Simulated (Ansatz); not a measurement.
Start from Mg in the bcc (W type) structure (space group Im-3m, No. 229; a = 3.5563 Å; a cell from a computed database, its experimental status unchecked). Axes: x, y, z lie along the cube axes.

The values are results of PBEsol in Ansatz (plane waves to 420 eV, PAW, scalar-relativistic without spin-orbit coupling), not measurements.

Modification: a free-standing slab of 3 layers (3 atoms, 1 a layer) is cut normal to [110], with 15 Å of vacuum and the in-plane cell held at bulk.

What does the calculation give for the change of the spacing d12 from its bulk value of 2.515 Å after the change?

The change of the spacing d12 from its bulk value of 2.515 Å comes out as +1.4 %.

What does the calculation give for the excess energy per area of both faces after the change?

The excess energy per area of both faces (slab less bulk energy over the cell's area: twice a surface energy) comes out as 1.34 J/m² (uncertain by up to 0.05 J/m²).

The excess energy carries the mismatch between the slab's and the bulk's meshes. Whether these cells are dynamically stable was not tested. This is not the structure that Mg has at room temperature and ambient pressure.

Ansatz is an electronic-structure program.
